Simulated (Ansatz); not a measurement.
Pressure series in GaN

Start from GaN in the zinc blende structure (space group F-43m, No. 216; a = 4.4979 Å).

Cell and atoms are relaxed at each pressure.

Computed with r2SCAN in Ansatz (plane waves to 500 eV, PAW, without spin-orbit coupling).

Notes on the quantities. hole mass: degenerate bands, along [100]; enthalpy: H = E + PV relative to the base's energy.

| variant | hole mass | enthalpy | volume per atom |
|---|---|---|---|
| base | 0.18, 0.86, 0.86 mₑ (at Γ) | – | 11.37 Å³ |
| pressure −2 GPa | 0.17, 0.86, 0.86 mₑ (at Γ) | -0.14 eV/atom | 11.49 Å³ |
| pressure −1 GPa | 0.18, 0.86, 0.86 mₑ (at Γ) | -0.07 eV/atom | 11.43 Å³ |
| pressure 0.9 GPa | 0.18, 0.86, 0.86 mₑ (at Γ) | +0.06 eV/atom | [?] |
| pressure 2.1 GPa | 0.18, 0.85, 0.85 mₑ (at Γ) | +0.15 eV/atom | 11.26 Å³ |
| pressure 4.5 GPa | 0.19, 0.84, 0.84 mₑ (at Γ) | +0.32 eV/atom | 11.13 Å³ |
| pressure 9 GPa | 0.20, 0.83, 0.83 mₑ (at Γ) | +0.63 eV/atom | 10.91 Å³ |
| pressure 15 GPa | 0.21, 0.82, 0.82 mₑ (at Γ) | +1.03 eV/atom | 10.65 Å³ |
| pressure 22.5 GPa | 0.22, 0.81, 0.81 mₑ (at Γ) | +1.52 eV/atom | 10.36 Å³ |
| pressure 30 GPa | 0.23, 0.80, 0.80 mₑ (at Γ) | +2.00 eV/atom | 10.10 Å³ |

Question: Fill in the withheld entries from the trend.

Answer: 
- pressure 0.9 GPa, volume per atom: 11.32 Å³

The levels and masses belong to the bands next to the band gap. Load acts through the strain it causes; cell and atoms are relaxed under it. Effective masses come from finite differences of ±0.01 Å⁻¹. Stability against distortions was not tested. Tetrahedral semiconductors of this kind turn to denser phases somewhere between about 1 and 50 GPa; those were not computed, so compressed cells here can lie past the real transition. This is not the structure that GaN has at room temperature and ambient pressure.

Ansatz is a program for electronic structure.
